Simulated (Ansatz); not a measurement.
Take MgTe in the zinc blende structure (space group F-43m, No. 216; a = 6.368 Å) as the base. Axes: x, y, z lie along the cube axes.

Computed with LDA (Ansatz, a first-principles code; PAW; 420 eV plane waves; no SOC).

One thing is altered: a pure shear with ε_xy = ε_yx = 0.0143; the atoms relax in the strained cell.

Problem. Predict the stress tensor and what it implies for the stiffness.

Solution. Stress of the strained cell less that of the base (GPa, compression positive):
```
   0.00   -0.50    0.00
  -0.50    0.00    0.00
   0.00    0.00   -0.02
```

Then −Δσ/γ with γ = 2ε = 0.0286 gives secant stiffness values (nonlinear terms included at this strain): C66 ≈ 17 GPa.

Stability against distortions was not tested.
